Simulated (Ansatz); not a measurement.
The parent structure is PbS in the rock salt structure (space group Fm-3m, No. 225; a = 5.9745 Å).

Computed with r2SCAN (Ansatz, a quantum-chemistry and plane-wave program; PAW; 500 eV plane waves; without spin-orbit coupling).

Before the change:

The valley order comes out as L along ⟨111⟩ 0.69 eV; a point along ⟨110⟩, about 0.6 Å⁻¹ from Γ 1.58 eV.

Modification: electron doping at 1.5×10^21 cm⁻³ (0.0800 per cell), with a uniform compensating background at fixed cell and a 300 K Fermi–Dirac width.

### Question
How does this affect the valley order and Fermi level from band edge?

### Answer
The valley order (the lowest conduction-band minima on the path, energy above the VBM, named in the base's zone) goes from L along ⟨111⟩ 0.69 eV; a point along ⟨110⟩, about 0.6 Å⁻¹ from Γ 1.58 eV to L along ⟨111⟩ 0.67 eV; a point along ⟨110⟩, about 0.6 Å⁻¹ from Γ 1.56 eV; the Fermi level relative to the doped band's edge (positive inside the band; to 0.05 eV) amounts to +0.60 eV.

Charged cell with a jellium background: band edges are those of the host's band count, energies are not comparable with the neutral cell, and many-body gap narrowing is missing. With Pb present, leaving out spin-orbit coupling can change the band edges. The levels and masses belong to the bands next to the band gap. No phonon test of stability was made.
